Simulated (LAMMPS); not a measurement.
LAMMPS 22 Jul 2025, classical MD, Tersoff (Si.tersoff): Si, 2744 atoms.

* **task**: MD, nve
* **potential**: Tersoff, Si.tersoff
* **copies of the repeat unit**: 7×7×7
* **shape (slab and sphere leave vacuum in the box)**: bulk
* **steps**: 2000
* **timestep**: 1 fs
* **thermo**: 50
* **newton**: on (default)
* **atom_modify sort (bins of 2 Å where set)**: 1000 (default)
* **comm_style**: brick (default)
* **box**: 38.0 × 38.0 × 38.0 Å
* **start**: generated diamond lattice, warmed in an untimed run

All runs start from one configuration, warmed at this fixed volume for 1000 steps under a thermostat at 900 K. The run at a skin of 2 Å has a mean temperature of 893 K and a mean pressure of -0.4 GPa.

Single runs; times are not shown.

With neigh_modify every 1 delay 0 check yes, skins of 0.1, 0.3, 0.5, 1, 1.5, 2, 3 Å were run. Further schedules:
- skin 0.3 Å, every 20 delay 0 check no
- skin 1 Å, every 1 delay 10 check yes
- skin 0.3 Å, every 1 delay 10 check yes
- skin 2 Å, every 1 delay 10 check yes
- skin 2 Å, every 20 delay 0 check no
- skin 0.3 Å, every 100 delay 0 check no
- skin 2 Å, every 10 delay 0 check yes

A schedule rebuilds too seldom if it shows a dangerous build, rebuilds less often than the check at every step does at that skin, or fails.

Problem. Name the settings that rebuild less often than the motion of the atoms asks.

Solution. With the check at every step the rebuilds are 683 at 0.1 Å, 278 at 0.3 Å, 169 at 0.5 Å, 80 at 1 Å, 45 at 1.5 Å, 26 at 2 Å, 10 at 3 Å. Too seldom: skin 0.3 Å, every 20 delay 0 check no; skin 0.3 Å, every 1 delay 10 check yes; skin 0.3 Å, every 100 delay 0 check no.

```
setting                                 rebuilds  dangerous builds  list entries an atom  change of the total energy (meV/atom)
--------------------------------------  --------  ----------------  --------------------  -------------------------------------
skin 0.1 Å, every 1 delay 0 check yes        683                 —                  4.13                                +0.0056
skin 0.3 Å, every 1 delay 0 check yes        278                 —                  4.81                                +0.0056
skin 0.5 Å, every 1 delay 0 check yes        169                 —                  7.00                                +0.0056
skin 1 Å, every 1 delay 0 check yes           80                 —                  16.5                                +0.0056
skin 1.5 Å, every 1 delay 0 check yes         45                 —                  24.9                                +0.0056
skin 2 Å, every 1 delay 0 check yes           26                 —                  29.0                                +0.0056
skin 3 Å, every 1 delay 0 check yes           10                 —                  45.4                                +0.0056
skin 0.3 Å, every 20 delay 0 check no        100       not counted                  4.86                                   +1.3
skin 1 Å, every 1 delay 10 check yes          80                 0                  16.5                                +0.0056
skin 0.3 Å, every 1 delay 10 check yes       200               200                  4.81                                +0.0056
skin 2 Å, every 1 delay 10 check yes          26                 0                  29.0                                +0.0056
skin 2 Å, every 20 delay 0 check no          100       not counted                  29.0                                +0.0056
skin 0.3 Å, every 100 delay 0 check no        20       not counted                  5.35                                   +150
skin 2 Å, every 10 delay 0 check yes          24                 0                  29.0                                +0.0056
```

Where the energy changes as in the checked runs, the late rebuilds cost nothing that shows in this run. List entries are as LAMMPS prints them (Ave neighs/atom).
